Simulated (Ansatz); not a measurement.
## How far to go with shifted k-point meshes: HfGeTe (P4mm, 6 atoms in the cell)

```
CELL_PARAMETERS angstrom
      3.74425     0.00000     0.00000
      0.00000     3.74425     0.00000
      0.00000     0.00000    10.17541
ATOMIC_POSITIONS crystal
  Hf 0.00000 0.50000 0.79650
  Hf 0.50000 0.00000 0.20841
  Ge 0.00000 0.00000 0.00000
  Ge 0.50000 0.50000 0.00000
  Te 0.50000 0.00000 0.66020
  Te 0.00000 0.50000 0.33980
```

Computed with PBEsol, default PAW files made with PBE (plane waves; Ansatz, a program for electronic structure).

Base settings: basis.ecutwfc = 420 eV; kpoints.mp_grid.grid = 8 8 3; hamiltonian.xc = pbesol; hamiltonian.pseudopotentials = {kind: paw} (the program's default PAW files); scf.occupations.method = gaussian; scf.occupations.width = 0.1 eV.

In this ladder: kpoints.mp_grid.shift = 0.5 0.5 0.5.

Only quantities that move along the ladder and can be compared are tabulated.

The count of work is k-points × plane waves × bands × iterations; it is no time. 

The starting cell comes from a database of computed structures (which also holds hypothetical and non-ambient phases and stackings), without a prior relaxation at this level. Its lattice was rescaled by up to half a per cent. One atom was moved a little off its site on purpose. Ansatz's pressure includes its estimate of the finite-basis (Pulay) stress.

Steps (kpoints.mp_grid.grid): 2 2 1; 3 3 1; 3 3 2; 4 4 2; 5 5 2; 6 6 3; 8 8 3; 10 10 4; 13 13 5; 16 16 6; 26 26 10.

What is the coarsest kpoints.mp_grid.grid that holds the forces within 0.02 eV/Å of the last step, with all finer ones?

10 10 4, at 0.066 of the last step's count of work; the step before is off by 0.025 eV/Å.

What is the coarsest kpoints.mp_grid.grid that holds the free energy within 5 meV/atom of the last step, with all finer ones?

6 6 3, at 0.026 of the last step's count of work; the step before is off by 9.8 meV/atom.

What is the coarsest kpoints.mp_grid.grid that holds the pressure within 1 GPa of the last step, with all finer ones?

3 3 1, at 0.010 of the last step's count of work; the step before is off by 2.2 GPa.

```csv
kpoints.mp_grid.grid,free energy less the last step's (meV/atom),pressure (GPa),largest difference of a force vector from the last step's (eV/Å),count of work / last
2 2 1,-305.36,-4.75,0.174,0.0028
3 3 1,42.76,-1.95,0.159,0.010
3 3 2,16.62,-2.30,0.158,0.0075
4 4 2,6.66,-2.30,0.102,0.0075
5 5 2,9.75,-2.66,0.162,0.013
6 6 3,2.86,-2.52,0.018,0.026
8 8 3,-2.27,-2.57,0.025,0.044
10 10 4,-0.02,-2.58,0.003,0.066
13 13 5,0.60,-2.56,0.004,0.18
16 16 6,-0.25,-2.57,0.003,0.24
26 26 10,0.00,-2.57,0.000,1.0
```

Two neighbours can agree and both be off: 3 3 2 and 4 4 2 differ by 0.00 GPa in the pressure, yet lie about 0.27 GPa from the last step.

Keys are those of Ansatz 0.2.
